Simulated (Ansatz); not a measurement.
Consider a 12-atom supercell of MgB₂ (space group P6/mmm, No. 191; a = 3.074 Å, c = 3.528 Å) at its relaxed geometry.

Computed with PBE (Ansatz, a program for electronic structure, PAW, no spin-orbit coupling).

Base values:

```
Property    Value
--------  -------
Pressure  0.0 GPa
```

Now apply this change: a neutral H interstitial (started 1.76 Å from the nearest host atom), atoms relaxed at fixed cell, starting from a slightly rattled geometry.

**Question.** Predict the new pressure.

**Answer.** The pressure goes from zero to 4.6 GPa.

**Question.** Estimate the effect on the final site of the added atom.

**Answer.** The final site of the added atom is 2 B at 1.32 Å and 2 Mg at 1.93 Å (tetrahedral).

**Question.** How does this affect the largest displacement of a host atom from its site in the perfect cell?

**Answer.** The largest displacement of a host atom from its site in the perfect cell comes out as 0.13 Å.

The cell is small, so the values are those of an ordered compound at a high defect concentration; dilute-limit values will differ. All final runs are without spin polarisation. The defect cell is not spin-polarised.
